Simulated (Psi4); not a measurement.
Psi4 1.11, PBE0/def2-svp: V(O)(F)2(Cl) ([O]=[V]([F])([F])[Cl]), 5 atoms. The geometry is a generated start, not checked to be a minimum at this level.

| Property | Result |
|---|---|
| task | energy |
| method | pbe0 |
| basis | def2-svp |
| memory | 3 GB |
| maxiter | 100 |
| keys of the molecule block | symmetry c1 |
| scf_type | df (default) |
| diis_max_vecs | 10 (default) |
| e_convergence | 1e-06 (default) |
| d_convergence | 1e-06 (default) |
| dft_radial_points | 75 (default) |
| dft_spherical_points | 302 (default) |
| basis functions | 91 |
| grid points | 109480 |

```xyz
5

V      0.0736    -0.1170    -0.0154
O      0.8799     0.2645    -1.2425
F      1.0603    -0.2814     1.2673
F     -0.9314    -1.3470    -0.3642
Cl    -1.0823     1.4809     0.3548
```

Charge 0 and multiplicity 1 are set for this test and not shown to be the ground state.

With the defaults (diis = true, scf_initial_accelerator = adiis, damping_percentage = 0, soscf = false, soscf_start_convergence = 0.01, guess = auto, which took SAD, level_shift = 0, level_shift_cutoff = 0.01) it converges in 11 SCF iterations. One run each on 2 threads, with these changes:
- level_shift = 0.5, level_shift_cutoff = 0.001
- guess = sadno
- level_shift = 0.1, level_shift_cutoff = 0.001
- guess = modhuckel
- soscf = true, soscf_start_convergence = 0.001
- diis = false, scf_initial_accelerator = none, damping_percentage = 60
- guess = sapgau
- scf_initial_accelerator = none
- damping_percentage = 20

Question: Which runs fail or end elsewhere than the default run?

Answer: No convergence: diis = false, scf_initial_accelerator = none, damping_percentage = 60 (the run ends without SCF convergence in 100 iterations). The rest reach the solution of the defaults.

```
setting                                                                SCF iterations  JK calls             end
---------------------------------------------------------------------  --------------  --------  --------------
soscf = true, soscf_start_convergence = 0.001                                       9        20   same solution
scf_initial_accelerator = none                                                     10        11   same solution
guess = sapgau                                                                     10        10   same solution
the defaults                                                                       11        12   same solution
level_shift = 0.5, level_shift_cutoff = 0.001                                      11        12   same solution
level_shift = 0.1, level_shift_cutoff = 0.001                                      11        12   same solution
guess = modhuckel                                                                  12        37   same solution
guess = sadno                                                                      13        13   same solution
damping_percentage = 20                                                            29        30   same solution
diis = false, scf_initial_accelerator = none, damping_percentage = 60             100       101  no convergence
```

An SOSCF iteration holds several JK calls; a Hückel guess adds calls on atoms. 1 further run of the study ended by our limits or in an error and is left out.
